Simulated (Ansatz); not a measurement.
Base system: ZnS in the zinc blende structure (space group F-43m, No. 216).

```yaml
crystal:
  lattice:
    - [0.00000, 2.72172, 2.72172]
    - [2.72172, 0.00000, 2.72172]
    - [2.72172, 2.72172, 0.00000]
  atoms:
    - { symbol: Zn, position: [0.00000, 0.00000, 0.00000] }
    - { symbol: S, position: [0.25000, 0.25000, 0.25000] }
```

Cartesian axes are those of the cell as printed.

Level of theory: Ansatz (a quantum-chemistry and plane-wave program), PBE, PAW, cutoff 420 eV, without spin-orbit coupling.

Modification: an isotropic linear strain of −1.00 %, atoms relaxed at fixed cell.

Predict the stress tensor and what it implies for the stiffness.

Stress of the strained cell less that of the base (GPa, compression positive):
```
   2.24    0.00    0.00
   0.00    2.24    0.00
   0.00    0.00    2.24
```

Then B = −ΔP/(ΔV/V₀) with ΔV/V₀ = -0.0297 gives secant stiffness values (nonlinear terms included at this strain): B ≈ 75 GPa.

As a check, the harmonic strain energy −½ V₀ Δσ:ε is 4.2 meV/atom; the computed energy rise is 4.1 meV/atom.

No phonon test of stability was made.
